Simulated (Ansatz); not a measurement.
CaAlHO2 (model structure, started from the SrVO2H type, P4/mmm, No. 123, 5 atoms in the cell)

Method: PBEsol in Ansatz (PAW).

Numerical settings: plane-wave cutoff 520 eV, 10×10×10 k mesh, Fermi–Dirac smearing 0.01 eV, scalar-relativistic PAW data made under PBE.

Cell (relaxed at this level):

AlCaHO2 is taken in the tetragonal space group P4/mmm (No. 123), Pearson symbol tP5. Conventional cell: a = 3.7281 Å, b = 3.7281 Å, c = 3.4483 Å, α = 90.00°, β = 90.00°, γ = 90.00°. Ca on 1d has 8 O at 2.539 Å and 4 H at 2.636 Å (cuboctahedral). Al on 1a has 2 H at 1.724 Å and 4 O at 1.864 Å (octahedral). O on 2f is coordinated by 2 Al at 1.864 Å and 4 Ca at 2.539 Å (octahedral). H on 1b is surrounded by 2 Al at 1.724 Å and 4 Ca at 2.636 Å (octahedral). (Neighbours: up to the widest gap in distance over summed covalent radii, below 1.35, at either atom; cation-cation and far metal-metal contacts left out.)

| Property | Result |
|---|---|
| band gap | 3.65 eV (indirect) |
| smallest direct gap on the k points sampled | 4.37 eV |
| Γ–Γ gap | 5.62 eV |

Note: the relaxation could raise the start's symmetry but not lower it, so the cell can be a saddle point.

Computed values are for the static lattice.

A model structure was made by putting elements into a prototype or built by hand; it is no filed structure, need not be a known phase, and can be a saddle point held by its symmetry.

Ansatz is a first-principles code.
